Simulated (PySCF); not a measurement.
PySCF 2.14.0, B3LYP/def2-svp, df: Cd(OH)(k2OAc) (CC1[O][Cd]([OH])<-[O]=1), 10 atoms. The geometry is a generated start, not checked to be a minimum at this level.

```python
import time
import numpy
from pyscf import lib
from pyscf import gto, scf, dft, mp, cc, sgx
lib.logger.TIMER_LEVEL = 4
t0 = time.perf_counter()

mol = gto.M(
    atom='''
Cd    -1.27920000     1.70340000     0.19260000
O     -0.22460000     3.03060000    -0.70090000
H     -0.54350000     3.16980000    -1.60000000
C      0.68190000    -1.67280000     0.30340000
C     -0.18700000    -0.43940000     0.30850000
O     -0.20930000     0.29360000     1.32680000
O     -0.87800000    -0.17620000    -0.70490000
H      1.26960000    -1.68230000    -0.61090000
H      1.32710000    -1.67450000     1.17580000
H      0.04300000    -2.55230000     0.30940000
''',
    basis='def2-svp',
    ecp={'Cd': 'def2-svp'},
    max_memory=16000,
    verbose=4,
)
mf = dft.RKS(mol, xc='b3lyp')
mf = mf.density_fit()
mf.max_cycle = 100
mf.DIIS = scf.ADIIS
mf.chkfile = None
mf.kernel()
print('SCF converged:', mf.converged)
print('E(SCF) = %.10f' % mf.e_tot)
print('basis functions:', mol.nao_nr())
print('integrals held in memory:', getattr(mf, '_eri', None) is not None)
t1 = time.perf_counter()
print('wall of the SCF part: %.3f s' % (t1 - t0))
print('run ended')
```

```bash
OMP_NUM_THREADS=16 OPENBLAS_NUM_THREADS=1 python -u run.py
```

The program reports basis functions: 121, grid points: 132104.

Machine: one whole node, Arm Neoverse V2, 96 cores on 1 socket, no SMT, 1 L3 cache group.

On 16 threads, 1 BLAS thread this takes 3.4 s. Wall times, medians of two to five repeats, each run alone on the node (launch to exit). Unless noted, each process is bound to its own block of adjacent cores. The times hold for this build (PyPI wheel: OpenMP (GNU), a bundled serial OpenBLAS 0.3.3 under its C layer, NumPy's threaded OpenBLAS held to generic ARMv8 kernels, libcint, Libxc). Scratch files lie in a memory file system.

**Question.** Make this run faster without changing its result beyond 1.0 meV/atom in energy. Keep to 16 cores.

**Answer.** One answer among several that fit: going from mf.DIIS = ADIIS to mf.DIIS = CDIIS (default), one of the fastest of the measured ones that keep the result.

```diff
-mf.DIIS = scf.ADIIS
```

Time: 3.4 s to 2.4 s (1.4× as fast). The largest move is in exchange-correlation on the grid (vxc): 2.1 s to 1.4 s. The count of Fock builds goes from 24 to 16. SCF cycles go from 22 to 14. These two results differ by: energy under 0.001 meV/atom. Others tried: mf.diis_space = 16, mf.DIIS = CDIIS (default) (2.4 s); mf.damp = 0.5, mf.diis_start_cycle = 5, mf.DIIS = CDIIS (default) (2.6 s); mf.diis_space = 4, mf.DIIS = CDIIS (default) (2.9 s); mf.level_shift = 0.2 Hartree, mf.DIIS = CDIIS (default) (2.9 s); mf.level_shift = 0.5 Hartree, mf.DIIS = CDIIS (default) (3.6 s); mf.diis_space = not set, mf.damp = 0.7, mf.diis_start_cycle = 999, mf.DIIS = not set, mf.diis = false (3.7 s).
